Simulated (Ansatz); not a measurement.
We consider V2O5 (Pmmn, No. 59, 14 atoms in the cell; start mp-754670), described by r²SCAN-D4 (Ansatz, a program for electronic structure, plane waves, PAW).

Numerical settings: plane-wave cutoff 500 eV, 12×4×6 k mesh (along the axes of the cell as run), gaussian smearing 0.02 eV, no spin polarisation, scalar-relativistic PAW data made under PBE.

Cell (relaxed at this level):

```cif
data_O10V4
_chemical_formula_sum 'V4 O10'
_space_group_name_H-M_alt 'Pmmn :1'
_space_group_IT_number 59
_space_group_name_Hall 'P 2 2ab -1ab'
_cell_length_a 3.53519
_cell_length_b 11.54093
_cell_length_c 4.27759
_cell_angle_alpha 90.000
_cell_angle_beta 90.000
_cell_angle_gamma 90.000
loop_
_space_group_symop_operation_xyz
  'x, y, z'
  '-x, -y, z'
  'x+1/2, -y+1/2, -z'
  '-x+1/2, y+1/2, -z'
  '-x+1/2, -y+1/2, -z'
  'x+1/2, y+1/2, -z'
  '-x, y, z'
  'x, -y, z'
loop_
_atom_site_label
_atom_site_type_symbol
_atom_site_symmetry_multiplicity
_atom_site_Wyckoff_symbol
_atom_site_fract_x
_atom_site_fract_y
_atom_site_fract_z
_atom_site_occupancy
V1 V 4 e 0.50000 0.35179 0.11236 1
O1 O 2 a 0.00000 0.00000 0.99399 1
O2 O 4 e 0.00000 0.14638 0.51972 1
O3 O 4 e 0.00000 0.31864 0.00470 1
```

Predict the band gap.


* **band gap**: 2.12 eV (on the SCF k mesh)

Note: the relaxation could not lower the start's symmetry, so the cell can be a saddle point above a distorted one.

Computed values are for the static lattice.

Computing time: very roughly 13 core-minutes.

A start named mp-… is a Materials Project structure, which need not be a measured phase.
